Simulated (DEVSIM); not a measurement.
## Si p+/n-/n+ power diode

Structure: Si p+/n-/n+ power diode, at 300 K.

```tsv
layer (left to right)	material	thickness (μm)	Nd (cm⁻³)	Na (cm⁻³)	τn (s)	τp (s)
1	Si	0.800	-	1.3e18	0.0001	0.0001
2	Si	20.0	7.6e15	-	0.0001	0.0001
3	Si	4.10	2.8e18	-	0.0001	0.0003
```

Left contact: ohmic. Right contact: ohmic. Voltage is applied to the left contact. Recombination: SRH at mid-gap, radiative. Mobility is μmin + (μ − μmin)/(1 + (N/Nref)^α).

This is a model device: material constants are rounded textbook-type values typed into the input, and sizes, dopings and lifetimes were drawn at random. Values at 300 K.

```csv
parameter,Si
gap (eV),1.124
affinity (eV),4.05
permittivity,11.7
Nc (cm⁻³),2.86e19
Nv (cm⁻³),3.1e19
μn (cm²/Vs),1417
μp (cm²/Vs),470
"μn,min",52
"μp,min",45
"Nref,n",9.7e16
"Nref,p",2.2e17
αn,0.68
αp,0.72
B (cm³/s),4.7e-15
```

Simulated with DEVSIM: 1D drift-diffusion, Boltzmann statistics, complete ionisation; no tunnelling, impact ionisation, image-force lowering or self-heating.

| Property | Value |
|---|---|
| Potential step across the device at zero bias | 0.982 V |
| Dark forward voltage at 1 A/cm² | 0.710 V |
| Dark forward voltage at 100 A/cm² | 0.838 V |

Dark forward current:

```
V (V)  J (A/cm²)
-----  ---------
0.05     5.6e-11
0.10     2.3e-10
0.15     9.3e-10
0.20      4.4e-9
0.25      2.4e-8
0.30      1.5e-7
0.35      9.9e-7
0.40      6.7e-6
0.45      4.6e-5
0.50     0.00032
0.55      0.0022
0.60       0.015
0.65        0.10
0.70        0.69
0.75         4.5
0.80          28
0.85         150
0.90         640
0.95        2100
```

Small-signal capacitance in reverse bias (quasi-static):

```csv
V (V),C (nF/cm²)
-2,15.1
-5,10.4
-10,7.63
-15,6.30
-20,5.49
```
